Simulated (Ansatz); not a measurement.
The starting structures come from a database of crystals and need not be the phases stable at ambient conditions.

Input:

```yaml
crystal:
  lattice:
    - [4.00239, 0.00000, 0.00000]
    - [-2.00120, 3.46617, 0.00000]
    - [0.00000, 0.00000, 6.57780]
  atoms:
    - { symbol: Al, position: [0.33333, 0.66667, 0.00068] }
    - { symbol: Al, position: [0.66667, 0.33333, 0.50068] }
    - { symbol: As, position: [0.33333, 0.66667, 0.37532] }
    - { symbol: As, position: [0.66667, 0.33333, 0.87532] }
```

Space group of this cell: P6_3mc, wurtzite. The cell is taken as given; by LDA its mean pressure is -1.7 GPa.

Transport runs along the normal of the first two printed cell vectors, the (001) plane of the conventional cell.

The gap is the functional's own, uncorrected, and κ follows it; spin-orbit coupling is left out. Mid-gap values are interpolated between the computed energies.

Compute, with Ansatz (an electronic-structure program) with LDA, the band gap and the smallest decay constant κ at mid-gap.

Gap 1.63 eV on a 12×12×6 mesh; κ = 0.104 1/Å, at the zone centre.
